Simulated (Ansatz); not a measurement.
CdTe (F-43m): electron mass 0.0941 mₑ, hole mass 0.570 mₑ, dielectric constants ε∞ = 9.28 and ε₀ = 11.9, effective LO phonon energy 21 meV (band masses from r2SCAN with spin-orbit coupling, rigid bands in Ansatz, a first-principles code, cell and atoms relaxed with r2SCAN; dielectric constants and zone-centre modes from LDA (Ansatz) on its own relaxed cell).

Task: Estimate a shallow donor's binding energy, its radius and the Mott density in the hydrogenic model.

Result: E_d = 13.606 eV × m/ε₀² = 9.04 meV and a = 0.0529 nm × ε₀/m = 6.69 nm; n^(1/3) a = 0.26 gives 5.9e16 cm⁻³. The orbit spans many cells, so the model is sensible.

Task: Bracket the exciton binding energy.

Result: The reduced mass is 0.0808 mₑ, which gives 7.76 meV with ε₀ and 12.8 meV with ε∞. Both lie under the phonon energy, so the ions follow and the static value is the better guide.

Isotropic masses (harmonic means over directions) and a parabolic band; the masses carry the functional's gap error.
